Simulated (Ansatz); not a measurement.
Base system: LiNbO$_{3}$ (space group R3c, No. 161).

```xyz
10
Lattice="2.5337 1.4629 4.5624 -2.5337 1.4629 4.5624 0.0000 -2.9257 4.5624" Properties=species:S:1:pos:R:3 pbc="T T T"
Li     0.0000     0.0000     3.8481
Li     0.0000     0.0000    10.6917
Nb     0.0000     0.0000    13.6533
Nb     0.0000     0.0000     6.8097
O     -0.6593    -1.4089     5.4222
O      1.5498     0.1335     5.4222
O     -0.8905     1.2754     5.4222
O     -1.6432    -0.1874     7.7034
O      0.6593     1.5168     7.7034
O      0.9839    -1.3293     7.7034
```

Cartesian axes are those of the cell as printed.

Calculations: LDA (Ansatz, a program for electronic structure), no spin-orbit coupling.

One thing is altered: the cell is compressed by 3.00 % along z with no lateral relaxation; the atoms relax in the strained cell.

Problem. Predict the stress tensor and what it implies for the stiffness.

Solution. Stress of the strained cell less that of the base (GPa, compression positive):
```
   2.66    0.00    0.00
   0.00    2.66    0.00
   0.00    0.00    7.96
```

Then −Δσ_ii/ε with ε = -0.0300 gives secant stiffness values (nonlinear terms included at this strain): C33 ≈ 265 GPa, C13 ≈ 89 GPa and C23 ≈ 89 GPa.

As a check, the harmonic strain energy −½ V₀ Δσ:ε is 7.6 meV/atom; the computed energy rise is 7.5 meV/atom.

Whether these cells are dynamically stable was not tested.
